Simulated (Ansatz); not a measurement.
Worked energetics: Si(111):H with two OH

Si(111):H with two OH, 3 bilayers, surface cell 11.5 x 6.6 Å, 1x2x1 k points. Method: PBE-D3(BJ) (plane waves to 420 eV, PAW; Ansatz, a first-principles code). The slab states were run without spin polarisation. Energies are electronic; tops by NEB or saddle search, between relaxed ends that need not be the lowest states, on an unconverged cell and mesh. The saddle order is not shown.

Step: SiH2Cl2 exchanges a ligand with a surface O-H group and HCl forms.

The adsorption energy of SiH2Cl2 at the start, against the free SiH2Cl2 and the surface before it arrives, is -0.37 eV.

Total energies of the cell in eV (only differences have meaning):

```json
[
 {"state": "start", "energy (eV)": "-27052.406"},
 {"state": "top of the barrier", "energy (eV)": "-27051.967"},
 {"state": "end", "energy (eV)": "-27052.556"}
]
```

Work out the barrier, the reaction energy, the back barrier, whether reaction or desorption wins, the rate at 473 K and the temperature at which it reaches one per second, for an assumed prefactor of 1e13 per second.

Barrier = -27051.967 - (-27052.406) = 0.44 eV. Reaction energy = -27052.556 - (-27052.406) = -0.15 eV. Back barrier = -27051.967 - (-27052.556) = 0.59 eV.
Against the free SiH2Cl2 and the slab the top lies at adsorption energy + barrier = -0.37 + 0.44 = +0.07 eV, about level with the separated reactants.
With equal prefactors, reaction over desorption at 473 K = exp((0.37 - 0.44) / 0.0408) = about 10^-0.7; desorption usually has the larger prefactor, which lowers this ratio.
With an assumed prefactor of 1e13 per second, the rate at 473 K (kT = 0.0408 eV) is 1e13 x exp(-0.44 / 0.0408) = about 10^8.3 per second, and it reaches one per second at T = 0.44 / (8.617e-5 x ln 1e13) = about 170 K. A hydrogen atom moves in this step, so zero-point energy and tunnelling, left out here, usually make it faster, above all at low temperature.
